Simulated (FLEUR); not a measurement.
FLEUR run on Yb (Fm-3m, 1 atom in the cell): self-consistent single point.

Method of the run: LDA (Perdew-Zunger), all-electron FLAPW (FLEUR), scalar-relativistic valence.

```xyz
1
Lattice="0.0000 2.7246 2.7246 2.7246 0.0000 2.7246 2.7246 2.7246 0.0000" Properties=species:S:1:pos:R:3 pbc="T T T"
Yb     0.0000     0.0000     0.0000
```

Reference input (self-consistent single point, DFT, PBE, all-electron FLAPW (FLEUR), scalar-relativistic valence): Kmax = 3.8 1/bohr; GmaxXC = 15.2 1/bohr; xcFunctional = pbe; jspins = 1; l_soc = F; mode = hist; fermiSmearingEnergy = 0.00367493 Htr; mesh (inpgen div1-3) = 10 10 10; inpgen gamma flag = true; Gmax = 15.2 1/bohr; numbands = 0; maxIterBroyd = 40. This run's input differs from it in these lines:

```diff
@@ -13,2 +13,3 @@
 &comp jspins=1 /
+&exco xctyp='pz' /
 &kpt div1=10 div2=10 div3=10 gamma=t /
@@ -25,3 +26,3 @@
       <coreElectrons ctail="T" frcor="F" kcrel="0" coretail_lmax="0"/>
-      <xcFunctional name="pbe" relativisticCorrections="F"/>
+      <xcFunctional name="pz" relativisticCorrections="F"/>
       <magnetism jspins="1"/>
```

Output (repeated stretches shortened):

```
 Iteration:     1   Distance:      73.14365854 me/bohr^3
 Iteration:     2   Distance:      14.02952015 me/bohr^3
 Iteration:     3   Distance:      10.85816987 me/bohr^3
 Iteration:     4   Distance:      17.25052796 me/bohr^3
 Iteration:     5   Distance:       5.44254096 me/bohr^3
   [... 16 lines left out ...]
 Iteration:    22   Distance:       0.00003670 me/bohr^3
 Iteration:    23   Distance:       0.00002165 me/bohr^3
 Iteration:    24   Distance:       0.00001095 me/bohr^3
 Iteration:    25   Distance:       0.00000055 me/bohr^3
 Run finished successfully
 Stop message:
   Structural relaxation: Done

[file out, last iteration]
             iter=     26
[...]
          total density-effective poten   -2.4230935982E+04
          total charge density-energy d   -2.8593213021E+02
 Updated energy parameters for spin:           1
[...]
 fermi energy and band-weighting factors:
    0.352163    0.523704    0.612631

[...]
FERMIE:
          first approx. to ef    (T=0)  :   0.185787 htr   (energy of the highest occ. eigenvalue)
          number of occ. states  (T=0)  :        564
          first approx. to seigv (T=0)  :  -5.043106 htr
          sum of weights of occ. states :  12.000000
          sum of semicore charge        :   0.000000 e
FERHIS:  Fermi-Energy by histogram:
          bandgap                     :   0.001767 htr
   [... lines left out ...]
          charge neutrality (T=0)     :   0.000000    (zero if the highest occ. eigenvalue is "entirely" occupied)
     EF_NEWTON:  Adjust Fermi-Energy by Newton-Method.
 Direct bandgap for spin            1 :    9.3251127869664052E-003  Htr
   [... lines left out ...]
 ---->    (input%tkb*entropy) TS=              0.0029168759 htr
 ---->    free energy=                    -14067.2940932171 htr
      extrapolation for T->0
 ---->    total electron energy=          -14067.2926347791 htr
 ***** TOTAL FORCES ON ATOMS *****
 TOTAL FORCE FOR ATOM TYPE=  1  X=  0.000   Y=  0.000   Z=  0.000
                       FX_TOT= 0.000000 FY_TOT= 0.000000 FZ_TOT= 0.000000
 Structural relaxation: Done
```

The run converged in 25 iterations. FLEUR gives forces in its relaxation mode, with a further iteration, so its stop message speaks of a relaxation. 

The starting cell comes from a database of computed structures (which also holds hypothetical and non-ambient phases and stackings), without a prior relaxation at this level. Spin-orbit coupling is off. Spin polarisation is off. Values depend on the basis (sphere radii, cutoffs, local orbitals), which need not be converged. The log's line on a gap gives a spacing of levels on this mesh, which the program prints for metals too.

Cost on one core of a shared machine: roughly 40 s.
